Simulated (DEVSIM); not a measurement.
System: abrupt Si p-n junction, at 300 K.

```
layer (left to right)  material  thickness (μm)  Nd (cm⁻³)  Na (cm⁻³)  τn (s)  τp (s)
---------------------  --------  --------------  ---------  ---------  ------  ------
1                            Si           0.300          -     1.3e17  1.2e-6  1.2e-6
2                            Si           0.630     2.4e17          -  1.2e-6  1.2e-6
```

Left contact: ohmic. Right contact: ohmic. Voltage is applied to the left contact. Recombination: SRH at mid-gap, radiative. Mobility is μmin + (μ − μmin)/(1 + (N/Nref)^α).

This is a model device: material constants are rounded textbook-type values typed into the input, and sizes, dopings and lifetimes were drawn at random. Values at 300 K; Nc and Nv go as T^1.5, mobilities as T to minus their exponent, the gap by Varshni's rule with the affinity fixed.

| parameter | Si |
|---|---|
| gap (eV) | 1.124 |
| affinity (eV) | 4.05 |
| permittivity | 11.7 |
| Nc (cm⁻³) | 2.86e19 |
| Nv (cm⁻³) | 3.1e19 |
| μn (cm²/Vs) | 1417 |
| μp (cm²/Vs) | 470 |
| μn,min | 52 |
| μp,min | 45 |
| Nref,n | 9.7e16 |
| Nref,p | 2.2e17 |
| αn | 0.68 |
| αp | 0.72 |
| T exponent of μn | 2.3 |
| T exponent of μp | 2.2 |
| B (cm³/s) | 4.7e-15 |
| Varshni α (eV/K) | 0.000473 |
| Varshni β (K) | 636 |

Model (solved in DEVSIM): 1D drift-diffusion, Boltzmann statistics, complete ionisation; no tunnelling, impact ionisation, image-force lowering or self-heating.

The temperature was swept, all else fixed.

```tsv
temperature (K)	potential step across the device at zero bias (V)	dark forward voltage at 100 A/cm² (V)	dark forward voltage at 1 A/cm² (V)	largest field in the device at zero bias (V/cm)
250	0.927	0.803	0.702	150000
300	0.859	0.715	0.595	150000
350	0.787	0.625	0.484	140000
400	0.713	0.533	0.372	130000
450	0.636	0.439	0.257	120000
500	0.558	0.342	0.142	110000
```

From the first row to the last the potential step across the device at zero bias goes from 0.927 to 0.558. From the first row to the last the dark forward voltage at 100 A/cm² goes from 0.803 to 0.342.
